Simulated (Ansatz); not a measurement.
## ZnS: energy against strain

ZnS (wurtzite, P6_3mc, 19.226 Å³/atom at rest, c along z) under a strain ε along a direction in the basal plane (axis x), the other axes held. PBEsol in Ansatz, a plane-wave DFT program (PAW, default set), 420 eV, 10×10×6 Γ-centred mesh, Fermi-Dirac smearing 0.05 eV; ions are relaxed within the symmetry of each cell.

Here s stands for strain and y for E less E0.

```
strain (%)  E less E0 (meV/atom)
----------  --------------------
-1.20                       1.11
-0.60                       0.27
0.00                        0.00
0.60                        0.28
1.20                        1.08
3.00                           ?
```

Fit y against s with a parabola, and predict the withheld value at s = 3.00.

Least squares gives y = 0.001 - 0.0083·s + 0.7599·s². Residuals (row less fit): 0.005, -0.010, -0.001, 0.010, -0.005; standard error 0.011 (degrees of freedom: 2). Twice the quadratic coefficient over the volume, 2 × 0.7599 meV × 10⁴ × 0.1602 / 19.226 Å³, is the elastic constant C11 = 127 ± 1.4 GPa. At the withheld row, y = 0.001 - 0.0083 × 3.0 + 0.7599 × 3.0² = 6.815 meV/atom. The calculation gives 6.56 meV/atom, 0.255 meV/atom below the prediction (3.9 % of the range of y in the table). The row lies outside the fitted rows, so this is an extrapolation. From the scatter of the fitted rows alone, a prediction at this place has a standard error of 0.072 meV/atom, so the miss is 3.5 times that.

One order more, fitted to all 11 runs of the series, follows each within 0.01, so the miss is the next term of a smooth law. ZnS is here the high-temperature form. Rows are the converged runs of the series near zero and its far end; series whose fitted rows scatter by over a few per cent of the range, as at a crossing or softening among them, aren't shown in this form. Most that stay on the fit to the last digits aren't either.
